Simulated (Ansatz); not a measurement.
Start from Be in the hcp (Mg type) structure (space group P6_3/mmc, No. 194; a = 2.2627 Å, c = 3.5664 Å; relaxed with 0.1 eV smearing).

Calculations: Ansatz (a first-principles code) PBE, spin-orbit coupling left out.

Strains are applied to the cell and any free atomic positions relax.

One change was made to it. Results:

| quantity | base | after |
|---|---|---|
| pressure (mean of the normal stresses, compression positive) | 0.0 GPa | -9.4 GPa |
| energy relative to the base (free energy F) | 0 meV/atom | +23 meV/atom |

Question: What was done to the base?
A) isotropic strain −1.00 %
B) isotropic strain −1.50 %
C) isotropic strain +3.00 %
D) isotropic strain +2.50 %
E) isotropic strain −2.00 %

Answer: C, isotropic strain +3.00 %. For comparison, the energy relative to the base in the other runs: isotropic strain −1.00 % gives +2.8 meV/atom; isotropic strain −1.50 % gives +6.4 meV/atom; isotropic strain −2.00 % gives +11 meV/atom; isotropic strain +2.50 % gives +16 meV/atom.

Stability against distortions was not tested.
